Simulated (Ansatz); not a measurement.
PBE against r2SCAN: Ti, biaxial strain −1.73 %, plane normal [001], relaxed out of plane

The parent structure is Ti in the hcp (Mg type) structure (space group P6_3/mmc, No. 194; a = 2.939 Å, c = 4.654 Å; relaxed with 0.1 eV smearing). Axes: x lies along a and z along c of the hexagonal cell.

(Cell as relaxed with PBE.)

Levels (all Ansatz, an electronic-structure program, PAW, earlier PAW set): PBE (420 eV, no SOC); r2SCAN (500 eV, no spin-orbit coupling).

Each level relaxes its own structure.

| base | PBE | r2SCAN |
|---|---|---|
| volume per atom | 17.41 Å³ | 17.33 Å³ |
| lattice parameter a | 2.939 Å | 2.937 Å |
| band gap | zero | zero |

Perturbation: compressive biaxial strain of 1.73 % in the plane normal to [001], as in epitaxy on a mismatched substrate; the out-of-plane cell vector and the atoms relax.

```tsv
quantity	PBE	r2SCAN
out-of-plane strain	+1.46 %	___
pressure (mean of the normal stresses, compression positive)	2.3 GPa	___
```

Given the PBE results, estimate those of r2SCAN.


- out-of-plane strain, r2SCAN: +1.37 %
- pressure (mean of the normal stresses, compression positive), r2SCAN: 2.6 GPa

PBE's out-of-plane strain lies 0.09 % above r2SCAN's; PBE's pressure lies 0.3 GPa below r2SCAN's. Neither level is exact; r2SCAN is the comparison here, not a measurement.

Stability against distortions was not tested. The final runs are not spin-polarised.
